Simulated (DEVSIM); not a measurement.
System: Al/SiO2/p-Ge capacitor, at 300 K.

```tsv
layer (left to right)	material	thickness (nm)	Na (cm⁻³)
1	SiO2	44.0	-
2	Ge	1000	3.4e17
```

Metal gate on the left, work function 4.1 eV. Fixed charge at the semiconductor interface 1.7e11 cm⁻² (in units of +e); interface traps 1e11 cm⁻² eV⁻¹, uniform in energy, neutral level at 0.7 of the gap above the valence band.

Constants are typed, rounded textbook-type inputs, not results; the design itself was drawn at random and stands for no fabricated device. Values at 300 K.

| parameter | SiO2 | Ge |
|---|---|---|
| gap (eV) | 9 | 0.664 |
| affinity (eV) | 0.9 | 4 |
| permittivity | 3.9 | 16 |
| Nc (cm⁻³) | - | 1.04e19 |
| Nv (cm⁻³) | - | 6e18 |

DEVSIM, 1D Poisson equation in equilibrium, Boltzmann statistics, complete ionisation; no quantum confinement or tunnelling. Metal contacts follow the ideal Schottky-Mott rule: no Fermi-level pinning, no interface dipoles.

**Question.** Give the band bending (positive: bands bend down) and minority sheet density.

**Answer.** 
```json
[
 {"Vg (V)": "-4", "ψs (V)": "-0.074", "minority carriers (cm⁻²)": "< 1e8"},
 {"Vg (V)": "-3.25", "ψs (V)": "-0.063", "minority carriers (cm⁻²)": "< 1e8"},
 {"Vg (V)": "-2.5", "ψs (V)": "-0.048", "minority carriers (cm⁻²)": "< 1e8"},
 {"Vg (V)": "-1.75", "ψs (V)": "-0.029", "minority carriers (cm⁻²)": "< 1e8"},
 {"Vg (V)": "-1", "ψs (V)": "-0.004", "minority carriers (cm⁻²)": "< 1e8"},
 {"Vg (V)": "-0.25", "ψs (V)": "0.035", "minority carriers (cm⁻²)": "< 1e8"},
 {"Vg (V)": "0.5", "ψs (V)": "0.093", "minority carriers (cm⁻²)": "< 1e8"},
 {"Vg (V)": "1.25", "ψs (V)": "0.178", "minority carriers (cm⁻²)": "< 1e8"},
 {"Vg (V)": "2", "ψs (V)": "0.289", "minority carriers (cm⁻²)": "< 1e8"},
 {"Vg (V)": "2.75", "ψs (V)": "0.422", "minority carriers (cm⁻²)": "2.5e9"},
 {"Vg (V)": "3.5", "ψs (V)": "0.527", "minority carriers (cm⁻²)": "1.2e11"},
 {"Vg (V)": "4.25", "ψs (V)": "0.562", "minority carriers (cm⁻²)": "4.1e11"},
 {"Vg (V)": "5", "ψs (V)": "0.579", "minority carriers (cm⁻²)": "7.5e11"}
]
```
